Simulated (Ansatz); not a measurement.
Consider interstitial Zn in zinc-blende GaN, charge state +2. The step: Zn moves alone to another site; the atom moves 3.21 Å along (0.50, 0.00, -0.50) of the unit cell; the moving atom starts with neighbours 6 Ga at 2.47; 4 N at 1.99 Å and ends with 6 Ga at 2.47; 4 N at 1.99 Å. DFT values are from Ansatz (plane-wave PAW, 420 eV unless said) in a cell of 64 host sites, spin-restricted, static, with no finite-size correction. The host's phase is taken as given; its stability against other phases was not computed. The charge state is imposed; whether it is stable for some Fermi level was not computed. Sites that were not tried may lie lower. For the PBE band: the program found a first-order saddle point.

| Level | Forward barrier (eV) | Cost of the band or of the saddle's single point |
|---|---|---|
| CHGNet universal potential (has no charge state), its own band | 0.93 | - |
| PBE, one k-point at (0.250, 0.250, 0.250), band relaxed | 1.44 | about 30 core-minutes (a rough figure) |
| PBE, a 2×2×2 k-point mesh shifted by half a step, same geometries | 1.45 | roughly 110 core-seconds |
| r2SCAN at 500 eV, one k-point at (0.250, 0.250, 0.250), same geometries | … | roughly 70 core-seconds |

Question: Some entries are withheld; supply them.

Answer: 
- r2SCAN at 500 eV, one k-point at (0.250, 0.250, 0.250), same geometries, Forward barrier (eV): 1.56

Ansatz is a program for electronic structure.
